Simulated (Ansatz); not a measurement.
The structure below was relaxed with plane-wave PAW DFT at the PBE level (Ansatz, a first-principles code, 420 eV), scalar-relativistic without spin-orbit coupling, earlier PAW set, at pressure 7.5 GPa.

```xyz
3
Lattice="-1.5891 1.5891 3.8983 1.5891 -1.5891 3.8983 1.5891 1.5891 -3.8983" Properties=species:S:1:pos:R:3 pbc="T T T"
Mo     0.0000     0.0000     0.0000
Si     0.0000     0.0000     2.6089
Si     0.0000     0.0000     5.1877
```

### Question
Find the space group and the Wyckoff positions.

### Answer
Space group I4/mmm (No. 139); a = b = 3.1782 Å, c = 7.7967 Å, α = β = γ = 90.00°

```csv
atom,site,symmetry,x,y,z
Mo,2a,4/mmm,0.0000,0.0000,0.0000
Si,4e,4mm,0.0000,0.0000,0.3346
```

Load acts through the strain it causes; cell and atoms are relaxed under it. Stability against distortions was not tested. Competing high-pressure phases were not computed. All final runs are without spin polarisation. The cell was made from MoSi2 (space group I4/mmm, No. 139) by this change: pressure 7.5 GPa.
